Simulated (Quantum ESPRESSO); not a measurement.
Checking a run of Quantum ESPRESSO on VSi₂ (P6_422, 9 atoms in the cell). The aim is a self-consistent single point with DFT, PBEsol, plane waves, PseudoDojo standard norm-conserving (PBESOL) pseudopotentials.

Input as run:

```fortran
&control
   calculation = 'scf',
   prefix = 'VSi2',
   outdir = './work',
   pseudo_dir = './',
   tprnfor = .true.,
   tstress = .true.,
/
&system
   ibrav = 0,
   nat = 9,
   ntyp = 2,
   ecutwfc = 85,
   occupations = 'smearing',
   smearing = 'cold',
   degauss = 0.0036749,
/
&electrons
   conv_thr = 1.0e-11,
   mixing_beta = 0.4,
/
ATOMIC_SPECIES
V     50.9415  Si.upf
Si    28.0850  V.upf
CELL_PARAMETERS angstrom
   4.6337895059     0.0000000000     0.0000000000
  -2.3168947530     4.0129794279     0.0000000000
   0.0000000000     0.0000000000     6.4481980000
ATOMIC_POSITIONS angstrom
V   -1.1584473765    2.0064897140    2.1493993333
V   2.3168947530    0.0000000000    0.0000000000
V   1.1584473765    2.0064897140    4.2987986667
Si  2.3168947530    2.7063934560    0.0000000000
Si  -1.1853581090    3.3596864419    4.2987986667
Si  1.1315366439    0.6532929860    2.1493993333
Si  0.0000000000    1.3065859719    0.0000000000
Si  3.5022528620    0.6532929860    4.2987986667
Si  1.1853581090    3.3596864419    2.1493993333
K_POINTS automatic
6 6 3  0 0 0
```

The program printed (abridged):

```
     Message from routine setup:
     using ibrav=0 with symmetry is DISCOURAGED, use correct ibrav instead
     G-vector sticks info
     --------------------
     sticks:   dense  smooth     PW     G-vecs:    dense   smooth      PW
   [... lines left out ...]
         3        V      tau(   3) = (   0.2500000   0.4330127   0.9277069  )
         4        Si     tau(   4) = (   0.5000000   0.5840562   0.0000000  )
         5        Si     tau(   5) = (  -0.2558075   0.7250408   0.9277069  )
         6        Si     tau(   6) = (   0.2441925   0.1409846   0.4638535  )
         7        Si     tau(   7) = (   0.0000000   0.2819692   0.0000000  )
         8        Si     tau(   8) = (   0.7558075   0.1409846   0.9277069  )
         9        Si     tau(   9) = (   0.2558075   0.7250408   0.4638535  )

     number of k points=    14  Marzari-Vanderbilt smearing, width (Ry)=  0.0037
                       cart. coord. in units 2pi/alat
        k(    1) = (   0.0000000   0.0000000   0.0000000), wk =   0.0185185
        k(    2) = (   0.0000000   0.0000000   0.2395392), wk =   0.0370370
        k(    3) = (   0.0000000   0.1924501   0.0000000), wk =   0.1111111
   [... 11 lines left out ...]

     Dense  grid:    85571 G-vectors     FFT dimensions: (  54,  54,  72)

     Initial potential from superposition of free atoms

     starting charge      89.9924, renormalised to      90.0000
     Self-consistent Calculation

     iteration #  1     ecut=    85.00 Ry     beta= 0.40

     Threshold (ethr) on eigenvalues was too large:
     Diagonalizing with lowered threshold

     total energy              =    -910.31167519 Ry
     estimated scf accuracy    <       0.33834471 Ry

     iteration #  2     ecut=    85.00 Ry     beta= 0.40

     total energy              =    -910.34774889 Ry
     estimated scf accuracy    <       0.03814874 Ry

     iteration #  3     ecut=    85.00 Ry     beta= 0.40

     total energy              =    -910.35296389 Ry
     estimated scf accuracy    <       0.00516572 Ry

   [... 12 blocks of this kind left out ...]

     iteration # 16     ecut=    85.00 Ry     beta= 0.40

     total energy              =    -910.35420194 Ry
     estimated scf accuracy    <          1.6E-11 Ry

     iteration # 17     ecut=    85.00 Ry     beta= 0.40
     End of self-consistent calculation

     the Fermi energy is    15.0284 ev

!    total energy              =    -910.35420194 Ry
     estimated scf accuracy    <          3.7E-12 Ry
     smearing contrib. (-TS)   =       0.00008767 Ry
     internal energy E=F+TS    =    -910.35428961 Ry

     convergence has been achieved in  17 iterations

     Forces acting on atoms (cartesian axes, Ry/au):

     atom    1 type  1   force =     0.00000000    0.00000000    0.00000000
     atom    2 type  1   force =     0.00000000    0.00000000   -0.00000000
     atom    3 type  1   force =     0.00000000    0.00000000    0.00000000
     atom    4 type  2   force =    -0.00000000   -0.00300561    0.00000000
   [... lines left out ...]

     Total force =     0.007362     Total SCF correction =     0.000002

          total   stress  (Ry/bohr**3)                   (kbar)     P=      -73.21
  -0.00079381  -0.00000000  -0.00000000         -116.77       -0.00       -0.00
  -0.00000000  -0.00079381  -0.00000000           -0.00     -116.77       -0.00
   0.00000000   0.00000000   0.00009469            0.00        0.00       13.93

   JOB DONE.
```

### Question
Can these results be used? Check the input.

### Answer
The run is not sound. The fault is potential files assigned to the wrong elements. Each file describes one element; swapped files give the atoms the wrong cores and charges. To fix it, match the files to the elements. The run converged in 17 iterations without an error; against the sound input the pressure goes from -11.03 to -7.32 GPa and the largest force goes from 0.038 to 0.077 eV/Å. The full log also holds: “c_bands:  1 eigenvalues not converged” and “c_bands:  2 eigenvalues not converged”.

An input that runs soundly differs in these lines (not the only fix; some lines may just follow from the change or write a value another way):
```diff
-V     50.9415  Si.upf
-Si    28.0850  V.upf
+V     50.9415  V.upf
+Si    28.0850  Si.upf
-V   -1.1584473765    2.0064897140    2.1493993333
-V   2.3168947530    0.0000000000    0.0000000000
-V   1.1584473765    2.0064897140    4.2987986667
-Si  2.3168947530    2.7063934560    0.0000000000
-Si  -1.1853581090    3.3596864419    4.2987986667
-Si  1.1315366439    0.6532929860    2.1493993333
-Si  0.0000000000    1.3065859719    0.0000000000
-Si  3.5022528620    0.6532929860    4.2987986667
-Si  1.1853581090    3.3596864419    2.1493993333
+V    -1.1584473765    2.0064897140    2.1493993333
+V     2.3168947530    0.0000000000    0.0000000000
+V     1.1584473765    2.0064897140    4.2987986667
+Si    2.3168947530    2.7063934560    0.0000000000
+Si   -1.1853581090    3.3596864419    4.2987986667
+Si    1.1315366439    0.6532929860    2.1493993333
+Si    0.0000000000    1.3065859719    0.0000000000
+Si    3.5022528620    0.6532929860    4.2987986667
+Si    1.1853581090    3.3596864419    2.1493993333
```

With that input, the run converged in 18 iterations: free energy E − TS -6714.1961 eV; Fermi level (on the code's own zero) 13.37 eV; pressure -11.03 GPa; largest force (vector length) 0.038 eV/Å (DFT, PBEsol, plane waves, PseudoDojo standard norm-conserving (PBESOL) pseudopotentials).

On the sound input: the starting cell comes from a database of computed structures (which also holds hypothetical and non-ambient phases and stackings), without a prior relaxation at this level. Its lattice was rescaled by a random factor within 2.5 % of one. Spin polarisation is off. With a pressure of about -11 GPa the cell is away from its equilibrium volume at this level.
